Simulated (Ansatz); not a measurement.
The parent structure is MoSi2 (space group I4/mmm, No. 139; a = 3.190 Å, c = 7.822 Å; relaxed with 0.1 eV smearing). Axes: x, y, z lie along a, b, c of the conventional cell.

Computed with plane-wave PAW DFT at the PBEsol level (Ansatz, a program for electronic structure, 420 eV), no spin-orbit coupling.

Strains are applied to the cell and any free atomic positions relax.

One change was made to it. Results:

The shortest interatomic distance rises by 2.63 pm (258.0 pm → 260.7 pm); the energy rises by 4.6 meV/atom.

Question: What was done to the base?
A) uniaxial strain ε_zz = +2.00 %
B) uniaxial strain ε_zz = −1.00 %
C) uniaxial strain ε_zz = +1.50 %
D) uniaxial strain ε_zz = +0.50 %
E) uniaxial strain ε_zz = +2.50 %

Answer: C, uniaxial strain ε_zz = +1.50 %. For comparison, the energy relative to the base in the other runs: uniaxial strain ε_zz = +0.50 % gives +0.5 meV/atom; uniaxial strain ε_zz = +2.50 % gives +12 meV/atom; uniaxial strain ε_zz = +2.00 % gives +8.1 meV/atom; uniaxial strain ε_zz = −1.00 % gives +2.2 meV/atom.

Whether these cells are dynamically stable was not tested. All final runs are without spin polarisation.
